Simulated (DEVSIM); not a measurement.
System: abrupt Ge n-p junction, at 300 K.

```
layer (left to right)  material  thickness (μm)  Nd (cm⁻³)  Na (cm⁻³)  τn (s)  τp (s)
---------------------  --------  --------------  ---------  ---------  ------  ------
1                            Ge            18.0     7.3e17          -  1.4e-5  1.4e-5
2                            Ge            3.20          -     1.9e14  1.4e-5  1.4e-5
```

Left contact: ohmic. Right contact: ohmic. Voltage is applied to the left contact. Recombination: SRH at mid-gap, Auger. Mobility is μmin + (μ − μmin)/(1 + (N/Nref)^α).

Constants are typed, rounded textbook-type inputs, not results; the design itself was drawn at random and stands for no fabricated device. Values at 300 K.

```tsv
parameter	Ge
gap (eV)	0.664
affinity (eV)	4
permittivity	16
Nc (cm⁻³)	1.04e19
Nv (cm⁻³)	6e18
μn (cm²/Vs)	3900
μp (cm²/Vs)	1900
μn,min	150
μp,min	100
Nref,n	2.6e17
Nref,p	4e17
αn	0.56
αp	0.6
Cn (cm⁶/s)	1e-31
Cp (cm⁶/s)	1e-31
```

Model (solved in DEVSIM): 1D drift-diffusion, Boltzmann statistics, complete ionisation; no tunnelling, impact ionisation, image-force lowering or self-heating.

Task: Tabulate band edges, carrier densities and field at zero bias.

Result: Energies count from the Fermi level of the right contact; mesh points crowd at the junctions.

```
x (μm)   Ec (eV)  Ev (eV)  n (cm⁻³)  p (cm⁻³)  field (V/cm)
-------  -------  -------  --------  --------  ------------
0.000      0.069   -0.595    7.3e17     6.0e8           ≈ 0
0.03487    0.069   -0.595    7.3e17     6.0e8           ≈ 0
0.1203     0.069   -0.595    7.3e17     6.0e8           ≈ 0
0.3153     0.069   -0.595    7.3e17     6.0e8           ≈ 0
1.127      0.069   -0.595    7.3e17     6.0e8           ≈ 0
2.682      0.069   -0.595    7.3e17     6.0e8           ≈ 0
6.603      0.069   -0.595    7.3e17     6.0e8           ≈ 0
14.19      0.069   -0.595    7.3e17     6.0e8           ≈ 0
16.46      0.069   -0.595    7.3e17     6.0e8           ≈ 0
17.38      0.069   -0.595    7.3e17     6.0e8           ≈ 0
17.76      0.069   -0.595    7.3e17     6.0e8           ≈ 0
17.94      0.069   -0.595    7.3e17     6.0e8           ≈ 0
17.99      0.075   -0.589    5.7e17     7.7e8         11000
18.02      0.141   -0.523    4.5e16     9.8e9         16000
18.11      0.216   -0.448    2.5e15    1.8e11          4600
18.30      0.273   -0.391    2.7e14    1.6e12          2400
18.75      0.348   -0.316    1.5e13    3.0e13          1100
19.79      0.393   -0.271    2.6e12    1.7e14            89
20.78      0.396   -0.268    2.3e12    1.9e14           ≈ 0
21.04      0.396   -0.268    2.3e12    1.9e14           ≈ 0
21.15      0.396   -0.268    2.3e12    1.9e14           ≈ 0
21.20      0.396   -0.268    2.3e12    1.9e14           ≈ 0
```
